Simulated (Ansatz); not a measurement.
The parent structure is BN in the h-BN type structure (space group P6_3/mmc, No. 194; a = 2.501 Å, c = 6.526 Å; layered, stacked along the Cartesian z axis). Axes: x lies along a and z along c of the hexagonal cell.

All numbers come from r2SCAN+rVV10 (Ansatz, a quantum-chemistry and plane-wave program; PAW; 500 eV plane waves; scalar-relativistic without spin-orbit coupling).

Strains are applied to the cell and any free atomic positions relax.

One change was made to it. Results:

The energy grows by 2.9 meV/atom; the pressure (mean of the normal stresses, compression positive) goes from zero to -40.6 kbar.

**Question.** Name the change that was made.
A. uniaxial strain ε_yy = −0.84 %
B. strain tensor (xx, yy, zz, yz, xz, xy) = (+0.44, +0.73, −2.27, −0.31, +0.60, −0.15) %
C. tensor shear ε_yz = +1.84 %

**Answer.** B, strain tensor (xx, yy, zz, yz, xz, xy) = (+0.44, +0.73, −2.27, −0.31, +0.60, −0.15) %. For comparison, the pressure in the other runs: uniaxial strain ε_yy = −0.84 % gives 32.4 kbar; tensor shear ε_yz = +1.84 % gives -0.5 kbar.

Whether these cells are dynamically stable was not tested.
